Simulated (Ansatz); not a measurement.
H-capped Sn nanowire along [110], 6 atoms a period besides the caps

Levels: PBE (plane waves to 420 eV, PAW; Ansatz, a first-principles code); PBE with spin-orbit coupling (Ansatz); r2SCAN (plane waves to 500 eV, PAW; Ansatz); HSE06 run with Ansatz. Unmarked values and the geometry are of the first. Mesh 1×1×8. No spin polarisation. It repeats along c; a and b span vacuum. An idealised model, cut from the bulk lattice. Only distortions within the start's symmetry and period were free. Values not marked SOC lack spin–orbit coupling. HSE06 ran on a 1×1×4 mesh and at PBE's edge points. Buckling under compression is shut out by symmetry and the short period.

```
Property                                                                                   Value
---------------------------------------------------------  -------------------------------------
period along the axis (14 atoms)                                                         4.783 Å
largest distance between nuclei across the axis                                           8.26 Å
energy over the bulk Sn and H2 molecule                    +574 meV per atom other than the caps
PBE gap                                                                     1.90 eV, direct at Γ
electron mass along the axis (PBE)                                                      0.096 mₑ
hole mass along the axis (PBE)                                                           0.12 mₑ
valence and conduction edges under the vacuum level (PBE)                       5.55 and 3.65 eV
PBE+SOC gap at this geometry                                                             1.88 eV
r2SCAN gap at this geometry                                                              2.18 eV
HSE06 gap at this geometry                                                               2.60 eV
axial stiffness dF/dε                                                                      29 nN
```

```xyz
14
Lattice="19.0000 0.0000 0.0000 0.0000 18.0000 0.0000 0.0000 0.0000 4.7829" Properties=species:S:1:pos:R:3 pbc="T T T"
Sn     7.1915     8.2174     0.0000
Sn     7.1915     9.7826     2.3915
Sn     9.5000     6.5812     0.0000
Sn     9.5000    11.4188     2.3915
Sn    11.8085     8.2174     0.0000
Sn    11.8085     9.7826     2.3915
H      5.7779     7.2053     0.0000
H      5.7779    10.7947     2.3915
H      9.5000     5.5513     1.3884
H      9.5000     5.5513     3.3945
H      9.5000    12.4487     1.0030
H      9.5000    12.4487     3.7799
H     13.2221     7.2053     0.0000
H     13.2221    10.7947     2.3915
```
